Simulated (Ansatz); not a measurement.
Consider a 16-atom supercell of LiH in the rock salt structure (space group Fm-3m, No. 225) at its relaxed geometry.

```
CELL_PARAMETERS angstrom
      0.00000     4.00543     4.00543
      4.00543     0.00000     4.00543
      4.00543     4.00543     0.00000
ATOMIC_POSITIONS crystal
  H  0.00000 0.00000 0.00000
  H  0.00000 0.00000 0.50000
  H  0.00000 0.50000 0.00000
  H  0.00000 0.50000 0.50000
  H  0.50000 0.00000 0.00000
  H  0.50000 0.00000 0.50000
  H  0.50000 0.50000 0.00000
  H  0.50000 0.50000 0.50000
  Li 0.25000 0.25000 0.25000
  Li 0.25000 0.25000 0.75000
  Li 0.25000 0.75000 0.25000
  Li 0.25000 0.75000 0.75000
  Li 0.75000 0.25000 0.25000
  Li 0.75000 0.25000 0.75000
  Li 0.75000 0.75000 0.25000
  Li 0.75000 0.75000 0.75000
```

Calculations: r2SCAN, PAW, 500 eV (Ansatz, a first-principles code; scalar-relativistic without spin-orbit coupling).

For the base:

Pressure: 0.0 GPa

Modification: one H atom is added in an open site, starting 1.57 Å from the nearest host atom, atoms relaxed at fixed cell, starting from a slightly rattled geometry.

Question: Predict the new final site of the added atom, largest displacement of a host atom from its site in the perfect cell and pressure.

Answer: The final site of the added atom is 4 Li at 1.75 Å (tetrahedral); the largest displacement of a host atom from its site in the perfect cell comes out as 0.10 Å; the pressure goes from zero to 2.2 GPa.

The magnetic state is the one reached from the starting moments; the real material's order can differ, and small cells can't hold many antiferromagnetic ones. In so small a cell the defect repeats every few ångströms: this is an ordered compound, not a dilute defect. The mesh was chosen for an insulator and is coarse for the gapless case. The defect cell is spin-polarised and ends with 1.0 μB.
